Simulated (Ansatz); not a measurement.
Base system: SiO2 in the CdI2 type structure (space group P-3m1, No. 164; a = 2.6861 Å, c = 4.6018 Å; a hypothetical phase, not in the database extracts checked; layered, stacked along the Cartesian z axis).

The values are results of Kohn–Sham DFT with the PBE-D3(BJ) functional, run in Ansatz (a first-principles code) with PAW and 420 eV plane waves, no SOC, earlier PAW set, not measurements.

Base values:

- Electron mass: 0.77 mₑ along c, 0.37 mₑ across (at Γ)
- Lattice parameter a: 2.686 Å
- Band gap: 6.16 eV
- Smallest direct gap: 6.42 eV

Now apply this change: cell and atoms relaxed at a pressure of 3 GPa.

**Question.** What does the calculation give for the electron mass, lattice parameter a, band gap and smallest direct gap after the change?

**Answer.** The electron mass becomes 0.75 mₑ along c, 0.37 mₑ across (at Γ) (base: 0.77 mₑ along c, 0.37 mₑ across (at Γ)); the lattice parameter a falls by 0.010 Å to 2.676 Å; the band gap grows by 0.03 eV to 6.19 eV; the smallest direct gap falls by 0.05 eV to 6.37 eV.

Load acts through the strain it causes; cell and atoms are relaxed under it. Masses are band curvatures over ±0.01 Å⁻¹ around the edge. Stability against distortions was not tested.
